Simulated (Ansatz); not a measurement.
Results of LDA in Ansatz (plane waves, PAW) for ZnO (model structure, started from the BN type, Pm-3n, No. 223, 12 atoms in the cell).

Settings: plane-wave cutoff 520 eV, 6×6×6 k mesh, Fermi–Dirac smearing 0.01 eV, scalar-relativistic PAW data made under PBE.

Cell (relaxed at this level):

```cif
data_O6Zn6
_chemical_formula_sum 'Zn6 O6'
_space_group_name_H-M_alt 'P 1'
_space_group_IT_number 1
_cell_length_a 5.50602
_cell_length_b 5.50602
_cell_length_c 5.50602
_cell_angle_alpha 90.000
_cell_angle_beta 90.000
_cell_angle_gamma 90.000
loop_
_space_group_symop_operation_xyz
  'x, y, z'
loop_
_atom_site_label
_atom_site_type_symbol
_atom_site_fract_x
_atom_site_fract_y
_atom_site_fract_z
_atom_site_occupancy
Zn1 Zn 0.25000 0.00000 0.50000 1
Zn2 Zn 0.50000 0.25000 0.00000 1
Zn3 Zn 0.50000 0.75000 0.00000 1
Zn4 Zn 0.75000 0.00000 0.50000 1
Zn5 Zn 0.00000 0.50000 0.75000 1
Zn6 Zn 0.00000 0.50000 0.25000 1
O1 O 0.25000 0.50000 0.00000 1
O2 O 0.00000 0.25000 0.50000 1
O3 O 0.00000 0.75000 0.50000 1
O4 O 0.75000 0.50000 0.00000 1
O5 O 0.50000 0.00000 0.75000 1
O6 O 0.50000 0.00000 0.25000 1
```

Task: What does this level give for the band gap?

Result: 
* **band gap**: 1.01 eV (on the SCF k mesh)

Note: the relaxation could raise the start's symmetry but not lower it, so the cell can be a saddle point.

Static lattice: no zero-point or thermal effects.

The result took roughly 120 core-seconds.

A model structure was made by putting elements into a prototype or built by hand; it is no filed structure, need not be a known phase, and can be a saddle point held by its symmetry.

Ansatz is a program for electronic structure.
